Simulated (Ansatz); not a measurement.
Fluorite PtAl₂ was calculated with B3LYP (VWN-RPA form) (Ansatz, a first-principles code, PAW).

Input file:

Ansatz 0.2 input:
```yaml
crystal:
  lattice:
    - [0.0, 3.0015828188, 3.0015828188]
    - [3.0015828188, 0.0, 3.0015828188]
    - [3.0015828188, 3.0015828188, 0.0]
  atoms:
    - { symbol: Al, position: [0.25, 0.25, 0.25] }
    - { symbol: Al, position: [0.75, 0.75, 0.75] }
    - { symbol: Pt, position: [0.0, 0.0, 0.0] }
basis:
  ecutwfc: 460
  ecutrho_ratio: 4
  xc_grid: 2
kpoints:
  mp_grid: { grid: [8, 8, 8] }
hamiltonian:
  xc: b3lyp
  dispersion: none
  pseudopotentials: { kind: paw }
scf:
  occupations: { method: fermi_dirac, width: 0.05 }
  convergence: { dr2_threshold: 0.0000000003 }
output:
  forces: true
  stress: true
  eigenvalues: true
```

Task: How many irreducible k-points, plane waves at Γ does the program set up, and what pressure does the run end with?

Result: 29 irreducible k-points, 1243 plane waves at Γ; P = -2.73 GPa, so the cell is stretched on average and its volume would shrink at this level.

From the output:

```
WARN output.stress: scf.exx.energy_threshold = 1e-6 eV is looser than the 3e-8 eV advised for a stress under a hybrid functional (1e-8 eV for each atom of the …
Crystal: 3 atoms, lattice volume = 54.086 Å³
Basis set: ecut = 460 eV, 1243 PW (Γ), exchange–correlation on 60×60×60 points (8 copies of the dense FFT grid, shifted against one another)
Bands: 16, of which v1, the nominal top of the filled ones, is band 12 counted from 1 (11 counted from 0)
Symmetry: 48 space group operations
Space group: Fm-3m (ITA 225), of the structure as read, at distance tolerance 3.8e-5 Å
k-points: 29 of 512
Functional: x = 0.1 slater + 0.9 b88, c = 0.19 vwn_rpa + 0.81 lyp, warm-up for x = 0.08 slater + 0.72 b88 + 0.2 exact, c = 0.19 vwn_rpa + 0.81 lyp
SCF iter   1: F=—  HF=-13620.717521 eV  |F-HF|=—  |Δ(HF+E_count)|=         —  Δρ=4.61e-3  dr2=2.10e-2
SCF iter   2: F=—  HF=-13620.714819 eV  |F-HF|=—  |Δ(HF+E_count)|=   2.70e-3  Δρ=2.87e-3  dr2=7.58e-3
  ...
SCF 1 converged in 9 iterations: F = -13620.712905 eV  dr2 = 6.41e-12
Crystal: 3 atoms, lattice volume = 54.086 Å³
Initial density: handed on by an earlier stage of this run
Functional: x = 0.08 slater + 0.72 b88 + 0.2 exact, c = 0.19 vwn_rpa + 0.81 lyp
SCF 2 converged in 8 iterations: F = -13621.872734 eV  dr2 = 3.82e-13
Crystal: 3 atoms, lattice volume = 54.086 Å³
Crystal: 3 atoms, lattice volume = 54.086 Å³
SCF 4 converged in 8 iterations: F = -13621.878375 eV  dr2 = 9.87e-11
Crystal: 3 atoms, lattice volume = 54.086 Å³
SCF iter   1: F=—  HF=-13621.878375 eV  |F-HF|=—  |Δ(HF+E_count)|=         —  Δρ=5.63e-7  dr2=1.63e-10
SCF iter   2: F=-13621.878375 eV  HF=-13621.878375 eV  |F-HF|=5.82e-11  |Δ(HF+E_count)|=  2.73e-11  Δρ=3.36e-7  dr2=8.12e-11
SCF 5 converged in 2 iterations: F = -13621.878375 eV  dr2 = 8.12e-11
Free energy (F): -13621.878375 eV
Internal energy: -13621.876048 eV  (E = F + TS)
E sigma→0 (E₀):  -13621.877212 eV
Fermi energy:    10.813560 eV
--- Forces (eV/Å), atoms counted from 1 ---
  atom   1  Al    -0.00000000     0.00000000     0.00000000
  atom   2  Al     0.00000000     0.00000000     0.00000000
  atom   3  Pt     0.00000000    -0.00000000    -0.00000000
--- Stress (GPa, compression-positive) ---
       -2.733351       0.000000      -0.000000
       -0.000000      -2.733351      -0.000000
       -0.000000      -0.000000      -2.733351
  P = ⅓ Tr σ = -2.7334 GPa (-27.334 kbar)
```

The cell is one volume of an energy–volume scan, off the minimum.

The PAW data were made under PBE.

Note: the run warned that the count of filled bands differs between k points.

Cost on a shared machine: around 2.9 core-minutes (rough).
